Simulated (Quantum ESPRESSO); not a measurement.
## Convergence study of the plane-wave cutoff for NbRu3 (P4mm, 4 atoms in the cell)

```
NbRu3
1.0
    3.86568     0.00000     0.00000
    0.00000     3.86568     0.00000
    0.00000     0.00000     3.86568
Nb Ru
1 3
Direct
  0.00000   0.00000   0.01293
  0.00000   0.50000   0.50000
  0.50000   0.00000   0.50000
  0.50000   0.50000   0.00000
```

Computed with LDA (PZ), GBRV 1.5 ultrasoft (LDA) pseudopotentials (plane waves; Quantum ESPRESSO 7.5).

Base settings: ecutwfc = 40 Ry; ecutrho = 320 Ry; occupations = smearing; smearing = gauss; degauss = 0.0073499 Ry; potentials = {Nb: nb_lda_v1.uspp.F.UPF, Ru: ru_lda_v1.2.uspp.F.UPF}; K_POINTS = automatic 3 3 3 0 0 0; conv_thr = 1e-10 Ry; mixing_beta = 0.5.

Moved along: ecutrho.

The second cell is the first with its lattice scaled by 0.98.

The mesh stays at the base's, so the ladder's end is converged at best in this setting alone.

Only quantities that move along the ladder and can be compared are tabulated.

The count of work is k-points × plane waves × bands × iterations; it is no time. 

The starting cell comes from a database of computed structures (which also holds hypothetical and non-ambient phases and stackings), without a prior relaxation at this level. Its lattice was rescaled by up to half a per cent. One atom was moved a little off its site on purpose. Spin polarisation is off. In the base run, with a pressure of about -9 GPa the cell is away from its equilibrium volume at this level. Without a gap this mesh is coarse (it stands for a supercell whose shortest vector is 12 Å).

| ecutwfc | free energy less the last step's (meV/atom) | energy of the compressed cell less the first (meV/atom) | pressure (GPa) | largest difference of a force vector from the last step's (eV/Å) | count of work / last |
|---|---|---|---|---|---|
| 14 Ry | 38695.15 | 209.38 | -1181.76 | 0.639 | 0.057 |
| 16 Ry | 20896.87 | -259.54 | -774.67 | 0.099 | 0.071 |
| 20 Ry | 5372.68 | 1.70 | -287.94 | 0.071 | 0.100 |
| 22 Ry | 2732.63 | -81.98 | -173.70 | 0.032 | 0.10 |
| 24 Ry | 1339.43 | -14.06 | -101.50 | 0.065 | 0.14 |
| 32 Ry | 36.91 | 1.86 | -13.01 | 0.002 | 0.18 |
| 36 Ry | 10.06 | -0.37 | -9.40 | 0.000 | 0.21 |
| 40 Ry | 7.97 | -0.47 | -9.13 | 0.000 | 0.30 |
| 44 Ry | 6.30 | -0.60 | -9.22 | 0.000 | 0.29 |
| 48 Ry | 4.54 | -0.65 | -9.19 | 0.000 | 0.36 |
| 54 Ry | 3.16 | -0.71 | -9.12 | 0.000 | 0.39 |
| 70 Ry | 1.31 | -0.66 | -9.10 | 0.000 | 0.63 |
| 96 Ry | 0.00 | -0.72 | -9.11 | 0.000 | 1.0 |

State of the free energy at the end of the ladder: still drifting one way, by 3.2 meV/atom over the last two steps, so the last step is no safe reference.

Coarsest ecutwfc that holds the pressure within 0.2 GPa of the last step, with all finer ones: 40 Ry, at 0.30 of the last step's count of work; the step before is off by 0.29 GPa.

Coarsest ecutwfc that holds the forces within 0.005 eV/Å of the last step, with all finer ones: 32 Ry, at 0.18 of the last step's count of work; the step before is off by 0.065 eV/Å.

At the lowest cutoff the pressure lies 1170 GPa under the last step's, the usual sign of Pulay stress in an incomplete plane-wave basis.
